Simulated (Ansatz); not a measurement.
## One-dimensional NaCl body, 8 atoms a period, form 2

Levels: PBE (plane waves to 420 eV, PAW; Ansatz, a program for electronic structure); r2SCAN (plane waves to 500 eV, PAW; Ansatz); Ansatz with HSE06. Unmarked values and the geometry are of the first. Mesh 1×1×56. No spin polarisation. Periodic along z alone, with about 11 Å of vacuum beside it. A hypothetical model. Symmetry and one short period hold its shape; lower forms weren't sought. HSE06 ran on a 1×1×4 mesh and at PBE's edge points. Buckling under compression is shut out by symmetry and the short period.

* **period along the axis (8 atoms)**: 5.346 Å
* **largest distance between nuclei across the axis**: 4.17 Å
* **PBE gap**: 5.17 eV, direct at Γ
* **electron mass along the axis (PBE)**: 0.58 mₑ
* **hole mass along the axis (PBE)**: 2.7 mₑ
* **valence and conduction edges under the vacuum level (PBE)**: 6.79 and 1.62 eV
* **r2SCAN gap at this geometry**: 6.07 eV
* **HSE06 gap at this geometry**: 6.42 eV
* **axial stiffness dF/dε**: 27 nN

```xyz
8
Lattice="15.0000 0.0000 0.0000 0.0000 15.0000 0.0000 0.0000 0.0000 5.3459" Properties=species:S:1:pos:R:3 pbc="T T T"
Na     9.3224     7.5000     0.0000
Cl     7.5000     9.5872     0.0000
Na     5.6776     7.5000     0.0000
Cl     7.5000     5.4128     0.0000
Cl     9.5872     7.5000     2.6730
Na     7.5000     9.3224     2.6730
Cl     5.4128     7.5000     2.6730
Na     7.5000     5.6776     2.6730
```
